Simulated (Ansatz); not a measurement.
**Cohesive energy of B (model structure, started from the black-P type, Cmce, No. 64, 4 atoms in the cell) at several levels of theory**

No measured value is used here.

```csv
level (code),value (eV/atom),cell (Å³/atom)
LDA (Ansatz),6.90,6.16
PBE (Ansatz),5.98,6.38
PBEsol (Ansatz),6.43,6.30
r²SCAN (Ansatz),5.89,6.38
r²SCAN+rVV10 (Ansatz),6.01,6.37
```

Free atoms are spin-polarised, in the lowest state found; at levels without +SOC their spin–orbit coupling is left out.  Each level is taken at its own relaxed cell. Cutoffs differ between the levels. Ansatz's density-functional and Hartree–Fock values are scalar-relativistic unless marked +SOC, with PAW data made under PBE.

A model structure was made by putting elements into a prototype or built by hand; it is no filed structure, need not be a known phase, and can be a saddle point held by its symmetry.

Ansatz is a first-principles code.
